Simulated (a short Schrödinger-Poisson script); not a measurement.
**MOS inversion layer, Al2O3 on p-type Ge(100)**

Structure: MOS inversion layer, Al2O3 on p-type Ge(100), at 400 K.

| layer | material | thickness (nm) | Na (cm⁻³) |
|---|---|---|---|
| 1 | Al2O3 | 2.5 | - |
| 2 | Ge | 200 | 4.2e18 |

Constants are typed, rounded textbook-type inputs, not results; the design itself was drawn at random and stands for no fabricated device. Al2O3: permittivity 9, conduction-band edge (eV) 2.65, gap (eV) 6.8, electron mass (mₑ) 0.3. Ge: permittivity 16, conduction-band edge (eV) 0, gap (eV) 0.664, Nv at 300 K (cm⁻³) 6e18.

Channel valleys (confinement mass, in-plane density-of-states mass, number): L4 0.12, 0.295, 4. At the gate the conduction-band edge of layer 1 lies 2.68 eV − eVg above the Fermi level of the channel; the field vanishes at the back. Gaps are held at their typed values at every temperature. Mesh 0.03 nm at interfaces.

Solved with a short Schrödinger-Poisson script written for these runs: 1D Poisson equation in equilibrium, electrons quantum, Hartree (BenDaniel-Duke, 12 states a valley, the channel's in-plane mass for all, wave functions free to enter the dielectric), parabolic valleys, classical holes, full ionisation, no traps, pinning or gate leakage.

| Vg (V) | electrons (cm⁻²) | C (μF/cm²) | L4 E0 (meV) | L4 E1 (meV) |
|---|---|---|---|---|
| 0.3 | 5.50e9 | 0.730 | 277.2 | 445.7 |
| 0.4 | 3.72e10 | 0.761 | 211.3 | 391.5 |
| 0.5 | 2.18e11 | 1.04 | 150.1 | 340.5 |
| 0.6 | 7.92e11 | 1.55 | 105.0 | 303.8 |
| 0.7 | 1.76e12 | 1.90 | 76.6 | 282.1 |
| 0.8 | 2.94e12 | 2.09 | 57.5 | 269.0 |
| 0.9 | 4.25e12 | 2.21 | 43.4 | 260.4 |
| 1 | 5.64e12 | 2.29 | 32.2 | 254.4 |
| 1.1 | 7.08e12 | 2.35 | 22.8 | 250.0 |
| 1.2 | 8.55e12 | 2.39 | 14.7 | 246.6 |
| 1.3 | 1.01e13 | 2.43 | 7.5 | 243.9 |

Subbands count from the Fermi level.

Only the L valleys are kept; under strong confinement the Δ valleys of Ge fill too.
